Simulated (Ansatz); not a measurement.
Effective masses and thermopower of CsPbCl3 under load (space group Pm-3m)

Here is the system:

```
CsPbCl3
1.0
    5.49280     0.00000     0.00000
    0.00000     5.49280     0.00000
    0.00000     0.00000     5.49280
Cs Pb Cl
1 1 3
Direct
  0.00000   0.00000   0.00000
  0.50000   0.50000   0.50000
  0.00000   0.50000   0.50000
  0.50000   0.00000   0.50000
  0.50000   0.50000   0.00000
```

Level of theory: PBEsol with spin-orbit coupling, rigid bands (plane waves, PAW; Ansatz, a quantum-chemistry and plane-wave program). Condition of this run: hydrostatic pressure 2 GPa (the target of the relaxation). How the cell was made: cell and atoms relaxed with PBEsol, then loaded as said.

- band gap: 0.29 eV
- electron conductivity mass (300 K, dilute): 0.111 mₑ
- hole conductivity mass (300 K, dilute): 0.094 mₑ
- effective density of states N_c (300 K): 7.3e17 cm⁻³
- effective density of states N_v (300 K): 5.9e17 cm⁻³
- density-of-states mass, electrons: 0.094 mₑ
- density-of-states mass, holes: 0.082 mₑ
- Seebeck coefficient, n-type 1e19 cm⁻³, 300 K: -76 μV/K
- Seebeck coefficient, p-type 1e19 cm⁻³, 300 K: 66 μV/K

Rigid bands; masses and Seebeck coefficients take one relaxation time τ for all states and one kind of carrier; polarons and phonon drag are left out.

CsPbCl3 under load (space group Pm-3m): a high-temperature phase held by its symmetry.
